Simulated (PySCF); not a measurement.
PySCF 2.14.0, unrestricted HF/def2-svpd, df: Ti(Cl)3 ([Cl][Ti]([Cl])[Cl]), charge 0, multiplicity 2, 4 atoms. The geometry is a generated start, not checked to be a minimum at this level.

* **task**: energy
* **method**: hf
* **basis**: def2-svpd
* **two-electron scheme**: density fitting
* **mol.max_memory**: 3000 MB
* **mf.max_cycle**: 100
* **mf.conv_tol**: 1e-09 (default)
* **basis functions**: 115

```xyz
4

Ti    -0.0025    -0.0144    -0.0108
Cl     2.0429    -0.2570    -0.4420
Cl    -0.8456    -0.9596     1.6744
Cl    -1.1948     1.2310    -1.2216
```

Charge 0 and multiplicity 2 are set for this test and not shown to be the ground state.

With the defaults (mf.init_guess = minao, mf.diis = true, mf.DIIS = CDIIS, newton = off, mf.diis_space = 8, mf.damp = 0, mf.diis_start_cycle = 1) it converges in 18 Fock builds. One run each on 2 threads, 1 BLAS thread, with these changes:
- mf.init_guess = atom
- mf.diis = false
- mf.init_guess = sap
- mf.diis_space = 12
- mf.diis = false, mf.damp = 0.7, mf.diis_start_cycle = 999
- mf.init_guess = mod_huckel
- mf.init_guess = 1e
- newton = Hessian by the SCF's own integrals
- mf.DIIS = EDIIS

Task: Which runs fail or end elsewhere than the default run?

Result: No convergence: mf.diis = false (the run ends without SCF convergence in 100 cycles). Another solution: mf.init_guess = 1e (380 meV higher). The rest reach the solution of the defaults.

```csv
setting,Fock builds,end
mf.init_guess = mod_huckel,17,same solution
mf.init_guess = atom,17,same solution
the defaults,18,same solution
mf.init_guess = sap,18,same solution
mf.diis_space = 12,18,same solution
"mf.diis = false, mf.damp = 0.7, mf.diis_start_cycle = 999",66,same solution
mf.DIIS = EDIIS,69,same solution
newton = Hessian by the SCF's own integrals,74,same solution
mf.init_guess = 1e,28,"other solution, 380 meV higher"
mf.diis = false,101,no convergence
```

Under newton the count holds the products with the orbital Hessian.
